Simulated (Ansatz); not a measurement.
Reference: K2Se (Fm-3m), PBEsol, rigid bands (plane waves, PAW, scalar-relativistic; Ansatz, an electronic-structure program); axes and stresses refer to this cell.

```xyz
3
Lattice="0.0000 3.8049 3.8049 3.8049 0.0000 3.8049 3.8049 3.8049 0.0000" Properties=species:S:1:pos:R:3 pbc="T T T"
K      1.9025     1.9025     1.9025
K      5.7074     5.7074     5.7074
Se     0.0000     0.0000     0.0000
```

The Seebeck coefficient, n-type 1e19 cm⁻³ is -163 μV/K. The band gap is 2.11 eV and the electron conductivity mass comes out as 0.33 mₑ.

Task: Change: spin-orbit coupling switched on. What happens to Seebeck coefficient, n-type 1e19 cm⁻³, band gap, electron conductivity mass?

Result: Seebeck coefficient, n-type 1e19 cm⁻³ moves little, to -163 μV/K; band gap decreases to 2.02 eV; electron conductivity mass moves little, to 0.33 mₑ.

Masses are for dilute carriers at 300 K, harmonic means over directions unless an axis is named. Seebeck coefficients are for the stated density at 300 K, with one relaxation time for all states and whether or not that doping can be reached. Spin-orbit coupling is left out unless a row names it. 

Formula and space group known from diffraction (Crystallography Open Database), not checked to be the room-temperature form: K2Se (Fm-3m).
